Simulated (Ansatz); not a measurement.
The reference is AsN in the CsCl type structure (space group Pm-3m, No. 221; a = 2.829 Å; a hypothetical phase, not in the database extracts checked).

Calculations: Ansatz (a first-principles code) r2SCAN, spin-orbit coupling left out.

One change was made to it. Results:

| quantity | base | after |
|---|---|---|
| band gap | zero | zero |
| shortest interatomic distance | 2.450 Å | 2.318 Å |

Q: What was done to the base?
A) As → P
B) N → F
C) N → O
D) As → Bi

A: A, As → P. For comparison, the shortest interatomic distance in the other runs: N → O gives 2.498 Å; N → F gives 2.628 Å; As → Bi gives 2.736 Å.

Whether these cells are dynamically stable was not tested. As relaxed here, PN, AsO, AsF and BiN are hypothetical phases, not in the database extracts checked. The final runs are not spin-polarised. An odd electron count without spin: AsO.
